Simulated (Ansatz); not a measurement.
HfN: response to strain

Consider HfN in the rock salt structure (space group Fm-3m, No. 225; relaxed with 0.1 eV smearing).

```cif
data_HfN
_chemical_formula_sum 'Hf1 N1'
_space_group_name_H-M_alt 'P 1'
_space_group_IT_number 1
_cell_length_a 3.20015
_cell_length_b 3.20015
_cell_length_c 3.20015
_cell_angle_alpha 60.000
_cell_angle_beta 60.000
_cell_angle_gamma 60.000
loop_
_space_group_symop_operation_xyz
  'x, y, z'
loop_
_atom_site_label
_atom_site_type_symbol
_atom_site_fract_x
_atom_site_fract_y
_atom_site_fract_z
_atom_site_occupancy
Hf1 Hf 0.00000 0.00000 0.00000 1
N1 N 0.50000 0.50000 0.50000 1
```

Strains are applied to the cell and any free atomic positions relax.

Method: r2SCAN (Ansatz, a program for electronic structure; PAW; 500 eV plane waves; no SOC).

Notes on the quantities. energy relative to the base: free energy F.

| case | energy relative to the base | pressure | volume per atom |
|---|---|---|---|
| base | 0 meV/atom | 0.0 GPa | 11.59 Å³ |
| isotropic strain +0.50 % | +2.3 meV/atom | -4.1 GPa | 11.76 Å³ |
| isotropic strain +1.00 % | +8.9 meV/atom | -7.9 GPa | 11.94 Å³ |
| isotropic strain +1.50 % | +20 meV/atom | -11.4 GPa | 12.12 Å³ |
| isotropic strain +2.00 % | +34 meV/atom | -14.8 GPa | 12.30 Å³ |
| isotropic strain +2.50 % | +53 meV/atom | -17.8 GPa | 12.48 Å³ |
| isotropic strain +3.00 % | +75 meV/atom | -20.7 GPa | 12.66 Å³ |

Stability against distortions was not tested. The final runs are not spin-polarised. An odd electron count without spin: HfN.
